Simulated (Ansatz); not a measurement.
# AlAs (model structure, started from the BeO type, P4₂/mnm, No. 136, 8 atoms in the cell)

All values below come from PBEsol in Ansatz (PAW).

Numerical settings: plane-wave cutoff 520 eV, 6×6×10 k mesh (along the axes of the cell as run), Fermi–Dirac smearing 0.01 eV, scalar-relativistic PAW data made under PBE.

Cell (relaxed at this level):

```cif
data_Al4As4
_chemical_formula_sum 'Al4 As4'
_space_group_name_H-M_alt 'P 1'
_space_group_IT_number 1
_cell_length_a 6.89605
_cell_length_b 6.89605
_cell_length_c 4.03122
_cell_angle_alpha 90.000
_cell_angle_beta 90.000
_cell_angle_gamma 90.000
loop_
_space_group_symop_operation_xyz
  'x, y, z'
loop_
_atom_site_label
_atom_site_type_symbol
_atom_site_fract_x
_atom_site_fract_y
_atom_site_fract_z
_atom_site_occupancy
Al1 Al 0.32759 0.67241 0.00000 1
Al2 Al 0.67241 0.32759 0.00000 1
Al3 Al 0.82759 0.82759 0.50000 1
Al4 Al 0.17241 0.17241 0.50000 1
As1 As 0.31368 0.31368 0.00000 1
As2 As 0.68632 0.68632 0.00000 1
As3 As 0.18632 0.81368 0.50000 1
As4 As 0.81368 0.18632 0.50000 1
```

| Quantity | Result |
|---|---|
| band gap | 1.34 eV (on the SCF k mesh) |
| bulk modulus | 64.9 GPa |

Note: the bulk modulus is −V dP/dV from two relaxed cells at ±2 % in volume; the relaxation could raise the start's symmetry but not lower it, so the cell can be a saddle point.

Spin–orbit coupling is not included.

The computed numbers hold no vibrational or temperature effects.

A model structure was made by putting elements into a prototype or built by hand; it is no filed structure, need not be a known phase, and can be a saddle point held by its symmetry.

Ansatz is an electronic-structure program.
